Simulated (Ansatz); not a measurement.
End structure of a constructed model of the (100) surface of fcc Ir, a pseudomorphic layer of Cr in the host's stacking (bottom of the slab: a bare face, its two planes held):

```xyz
7
Lattice="2.7372 0.0000 0.0000 0.0000 2.7372 0.0000 0.0000 0.0000 28.0000" Properties=species:S:1:pos:R:3 pbc="T T T"
Ir     1.3686     1.3686     8.0681
Ir     0.0000     0.0000    10.0036
Ir     1.3686     1.3686    11.9360
Ir     0.0000     0.0000    13.8901
Ir     1.3686     1.3686    15.7902
Ir     0.0000     0.0000    17.8192
Cr     1.3686     1.3686    19.4958
```

Model: 7-atom slab, 11.9 Å thick at the start, 14x14x1 mesh, Fermi-Dirac 0.1 eV, dipole correction, 2 atoms held, the rest relaxed; start symmetry kept, larger cells not searched; spin-polarised, ending with about 3.4 μB a cell; orders that need a larger cell were not tried, no spin-orbit, no U. It is one candidate, not shown to be the stable structure of the face.

Predict the work function of the top face from PBE (Ansatz, an electronic-structure program).

3.90 eV
